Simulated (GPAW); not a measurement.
Band structure of HfTeS (P3m1, 3 atoms in the cell).

```
HfTeS
1.0
    3.81538     0.00000     0.00000
   -1.90769     3.30422     0.00000
    0.00000     0.00000     6.60612
Hf Te S
1 1 1
Direct
  0.33333   0.66667   0.02986
  0.00000   0.00000   0.74743
  0.66667   0.33333   0.22271
```

Computed with PBEsol, GPAW PAW datasets PBEsol (made by gpaw-setup) (plane waves; GPAW).

Settings: mode = pw; ecut = 600 eV; xc = PBEsol; kpts = 8 8 4; mesh shift (steps) = 0 0 0; occupations.name = methfessel-paxton; occupations.width = 0.136 eV; occupations.order = 0; nbands = -11; convergence.density = 1e-05 e/electron; symmetry.symmorphic = false; symmetry.tolerance = 0.0005; maxiter = 120; bandpath_npoints = 40.

The starting cell comes from a database of computed structures (which also holds hypothetical and non-ambient phases and stackings), without a prior relaxation at this level. Spin-orbit coupling is off.

Levels in eV from the Fermi level, bands 9 to 16:
```
point      9     10     11     12    13    14    15    16
-----  -----  -----  -----  -----  ----  ----  ----  ----
Γ      -3.80  -1.18   0.11   0.11  0.71  0.71  1.35  3.11
M      -3.61  -3.48  -2.49  -1.40  0.13  2.32  2.39  3.75
K      -4.03  -3.15  -2.82  -2.52  1.33  1.70  2.43  3.60
A      -3.79  -2.70   0.02   0.02  0.69  0.69  1.62  4.06
L      -3.64  -3.21  -1.90  -1.30  0.00  2.29  2.40  3.59
H      -4.35  -3.13  -2.61  -2.42  1.33  1.63  1.86  3.97
```

Bands cross the Fermi level along this path, so the cell is metallic at this level.
